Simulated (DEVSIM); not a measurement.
System: illuminated Si p-on-n cell, one wavelength, at 350 K.

Layer 1 from the left is Si, thickness (μm) 0.0590, Na (cm⁻³) 1e18, τn (s) 5.1e-7, τp (s) 2e-7, absorption coefficient (cm⁻¹) 8000. Layer 2 from the left is Si, thickness (μm) 120, Nd (cm⁻³) 1.2e16, τn (s) 2.2e-6, τp (s) 2.2e-6, absorption coefficient (cm⁻¹) 8000.

Left contact: ohmic, minority electron recombination velocity 500 cm/s. Right contact: ohmic, minority hole recombination velocity 8000 cm/s. Voltage is applied to the left contact. Recombination: SRH at mid-gap, radiative, Auger. Gap narrowing is on: ΔEg = 6.92 meV × (l + √(l² + 0.5)), l = ln(N/1.3e17 cm⁻³), shared equally by both band edges. Light enters at the left, 1.3e18 photons cm⁻² s⁻¹, one pass, no reflection. Mobility is μmin + (μ − μmin)/(1 + (N/Nref)^α).

Constants are typed, rounded textbook-type inputs, not results; the design itself was drawn at random and stands for no fabricated device. Values at 300 K; Nc and Nv go as T^1.5, mobilities as T to minus their exponent, the gap by Varshni's rule with the affinity fixed.

Si: gap (eV) 1.124, affinity (eV) 4.05, permittivity 11.7, Nc (cm⁻³) 2.86e19, Nv (cm⁻³) 3.1e19, μn (cm²/Vs) 1417, μp (cm²/Vs) 470, μn,min 52, μp,min 45, Nref,n 9.7e16, Nref,p 2.2e17, αn 0.68, αp 0.72, T exponent of μn 2.3, T exponent of μp 2.2, B (cm³/s) 4.7e-15, Cn (cm⁶/s) 2.8e-31, Cp (cm⁶/s) 9.9e-32, Varshni α (eV/K) 0.000473, Varshni β (K) 636.

Model (solved in DEVSIM): 1D drift-diffusion, Boltzmann statistics, complete ionisation; no tunnelling, impact ionisation, image-force lowering or self-heating.

Dark forward current:

| |V| (V) | |J| (A/cm²) |
|---|---|
| 0.05 | 8.097e-8 |
| 0.10 | 3.146e-7 |
| 0.15 | 1.133e-6 |
| 0.20 | 4.466e-6 |
| 0.25 | 1.962e-5 |
| 0.30 | 9.333e-5 |
| 0.35 | 0.0004656 |
| 0.40 | 0.002380 |
| 0.45 | 0.01228 |
| 0.50 | 0.06278 |
| 0.55 | 0.3002 |
| 0.60 | 1.180 |
| 0.65 | 3.555 |
| 0.70 | 8.938 |
| 0.75 | 20.55 |
| 0.80 | 44.79 |
| 0.85 | 92.82 |
| 0.90 | 179.7 |
| 0.95 | 318.1 |
| 1.00 | 511.7 |
| 1.05 | 756.6 |
| 1.10 | 1046 |
| 1.15 | 1374 |
| 1.20 | 1736 |
| 1.25 | 2128 |

### Question
Work out the local ideality factor n = ΔV / (kT/q · ln(J2/J1)) between the rows 0.15 and 0.20 V, 0.40 and 0.45 V, 1.20 and 1.25 V.

### Answer
kT/q = 30.16 mV. From 0.15 to 0.20 V: ln(4.466e-6/1.133e-6) = 1.372, n = 1.21. From 0.40 to 0.45 V: ln(0.01228/0.002380) = 1.641, n = 1.01, near the 1 of diffusion or emission over a barrier. From 1.20 to 1.25 V: ln(2128/1736) = 0.204, n = 8.14.

### Question
What current could the absorbed light give at most, and what share is collected?

### Answer
Σ αd = 96.0, so qΦ(1 − exp(−Σ αd)) = 208 mA/cm². The simulated short-circuit current is 203.9 mA/cm², a share of 0.98.

### Question
Estimate the open-circuit voltage by superposition: the voltage at which the dark current equals that short-circuit current.

### Answer
Interpolating ln J in the table gives 0.538 V. The simulation gives 0.536 V, the same within the digits that matter. Superposition holds where collection doesn't change with voltage.

### Question
Estimate the fill factor from FF0 = (v − ln(v + 0.72))/(v + 1), v = qVoc/(nkT), with n from the dark curve.

### Answer
The rows about Voc, 0.50 and 0.55 V, give n = 1.06, so v = 16.8 and FF0 = 0.783. The simulation gives 0.784, the same within the digits that matter.
